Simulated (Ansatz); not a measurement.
The reference is ScAl$_{3}$ in the Cu3Au type structure (space group Pm-3m, No. 221; a = 4.0327 Å; relaxed with 0.1 eV smearing). Axes: x, y, z lie along the cube axes.

Level of theory: LDA (Ansatz, an electronic-structure program, PAW, no SOC).

It is then changed as follows: biaxial strain +2.40 %, plane normal [001], relaxed out of plane (Cartesian); in-plane vectors clamped, the third vector and the atoms free.

### Question
What does the calculation give for the out-of-plane strain after the change?

### Answer
The out-of-plane strain is -1.10 %.

Whether these cells are dynamically stable was not tested. The final runs are not spin-polarised.
